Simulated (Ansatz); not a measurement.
End structure of a constructed model of the (100) surface of bcc Fe, ferromagnetic, a layer of Ni in place of the second plane (bottom of the slab: a bare face, its two planes held):

```yaml
crystal:
  lattice:
    - [2.83070, 0.00000, 0.00000]
    - [0.00000, 2.83070, 0.00000]
    - [0.00000, 0.00000, 23.00000]
  atoms:
    - { symbol: Fe, position: [0.50000, 0.50000, 0.34824] }
    - { symbol: Fe, position: [0.00000, 0.00000, 0.40978] }
    - { symbol: Fe, position: [0.50000, 0.50000, 0.47357] }
    - { symbol: Fe, position: [0.00000, 0.00000, 0.53558] }
    - { symbol: Ni, position: [0.50000, 0.50000, 0.59933] }
    - { symbol: Fe, position: [0.00000, 0.00000, 0.66090] }
```

Slab: 6 atoms, 7.0 Å thick at the start (thin: gaps and levels are the slab's own); k 13x13x1, smearing 0.1 eV, dipole-corrected; 2 atoms held, the rest relaxed; symmetry of the start imposed; spin-polarised, ending with about 14.4 μB a cell; orders that need a larger cell were not tried, no spin-orbit, no U. It is one candidate, not shown to be the stable structure of the face.

Problem. Predict the work function of the top face from PBE in Ansatz (a first-principles code).

Solution. 4.04 eV
